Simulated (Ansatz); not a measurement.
## What pressure 22.5 GPa does to ZrSi2

Consider ZrSi$_{2}$ (space group Cmcm, No. 63; a = 3.689 Å, b = 14.858 Å, c = 3.667 Å).

Modification: a hydrostatic pressure of 22.5 GPa.

The values are results of r2SCAN in Ansatz (plane waves to 500 eV, PAW, without spin-orbit coupling), not measurements. Settings: 13×13×13 k-points, 0.05 eV Fermi–Dirac smearing.

The volume per atom falls by 2.13 Å³, from 16.75 Å³ to 14.62 Å³ and the density goes up by 0.71 g/cm³ to 5.58 g/cm³. The shortest interatomic distance shrinks by 0.043 Å to 2.350 Å and the enthalpy H = E + PV relative to the base's energy is +2.19 eV/atom. The band gap remains zero.

Final structure:

```yaml
crystal:
  lattice:
    - [1.77939, -6.94343, 0.00000]
    - [1.77939, 6.94343, 0.00000]
    - [0.00000, 0.00000, 3.55023]
  atoms:
    - { symbol: Si, position: [0.94456, 0.05544, 0.75000] }
    - { symbol: Si, position: [0.05544, 0.94456, 0.25000] }
    - { symbol: Si, position: [0.24991, 0.75009, 0.75000] }
    - { symbol: Si, position: [0.75009, 0.24991, 0.25000] }
    - { symbol: Zr, position: [0.60337, 0.39663, 0.75000] }
    - { symbol: Zr, position: [0.39663, 0.60337, 0.25000] }
```

Load acts through the strain it causes; cell and atoms are relaxed under it. Whether these cells are dynamically stable was not tested. Competing high-pressure phases were not computed. The final runs are not spin-polarised.

Ansatz is an electronic-structure program.
